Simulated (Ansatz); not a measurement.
Base system: CsSnBr3 in the cubic perovskite structure (space group Pm-3m, No. 221).

```
CsSnBr3
1.0
    5.76450     0.00000     0.00000
    0.00000     5.76450     0.00000
    0.00000     0.00000     5.76450
Cs Sn Br
1 1 3
Direct
  0.00000   0.00000   0.00000
  0.50000   0.50000   0.50000
  0.00000   0.50000   0.50000
  0.50000   0.50000   0.00000
  0.50000   0.00000   0.50000
```

Cartesian axes are those of the cell as printed.

Computed with Ansatz (a quantum-chemistry and plane-wave program) PBEsol, spin-orbit coupling left out.

Strains are applied to the cell and any free atomic positions relax; under biaxial strain the out-of-plane vector relaxes too.

One change was made to it. Results:

```json
[
 {"quantity": "volume per atom", "base": "38.31 Å³", "after": "36.97 Å³"},
 {"quantity": "energy relative to the base (free energy F)", "base": "0 meV/atom", "after": "+9.4 meV/atom"},
 {"quantity": "pressure (mean of the normal stresses, compression positive)", "base": "0.0 GPa", "after": "0.9 GPa"},
 {"quantity": "band gap", "base": "0.22 eV", "after": "zero"}
]
```

Task: Name the change that was made.
A. tensor shear ε_yz = +3.89 %
B. uniaxial strain ε_xx = −1.06 %
C. isotropic strain −4.54 %
D. biaxial strain +1.87 %, plane normal [110], relaxed out of plane
E. biaxial strain −3.18 %, plane normal [110], relaxed out of plane

Result: E, biaxial strain −3.18 %, plane normal [110], relaxed out of plane. For comparison, the energy relative to the base in the other runs: isotropic strain −4.54 % gives +58 meV/atom; biaxial strain +1.87 %, plane normal [110], relaxed out of plane gives +2.8 meV/atom; tensor shear ε_yz = +3.89 % gives +3.6 meV/atom; uniaxial strain ε_xx = −1.06 % gives +0.7 meV/atom.

The mesh was chosen for an insulator and is coarse for the gapless case. Whether these cells are dynamically stable was not tested. All final runs are without spin polarisation. Many cubic perovskites are stable only at high temperature; tilts and polar distortions were not tested. Gaps under 0.05 eV, about the width of the smearing, are given as zero. A zero or small gap of CsSnBr3 can be the functional's error rather than a property of the material.
